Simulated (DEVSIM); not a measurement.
Device: abrupt CdTe p-n junction, at 300 K.

Layer 1 from the left is CdTe, thickness (μm) 53.0, Na (cm⁻³) 7.5e16, τn (s) 1.6e-9, τp (s) 1.6e-9. Layer 2 from the left is CdTe, thickness (μm) 1.40, Nd (cm⁻³) 8.3e14, τn (s) 1.6e-9, τp (s) 1.6e-9.

Left contact: ohmic. Right contact: ohmic. Voltage is applied to the left contact. Recombination: SRH at mid-gap, radiative. Mobility is constant in doping.

Constants are typed, rounded textbook-type inputs, not results; the design itself was drawn at random and stands for no fabricated device. Values at 300 K.

CdTe: gap (eV) 1.5, affinity (eV) 4.28, permittivity 10.2, Nc (cm⁻³) 8e17, Nv (cm⁻³) 1.8e19, μn (cm²/Vs) 1000, μp (cm²/Vs) 80, B (cm³/s) 1e-10.

DEVSIM, 1D drift-diffusion, Boltzmann statistics, complete ionisation; no tunnelling, impact ionisation, image-force lowering or self-heating.

**Question.** What does the simulation give for the potential step across the device at zero bias, the dark forward voltage at 100 A/cm²?

**Answer.** potential step across the device at zero bias 1.181 V; dark forward voltage at 100 A/cm² 1.748 V.
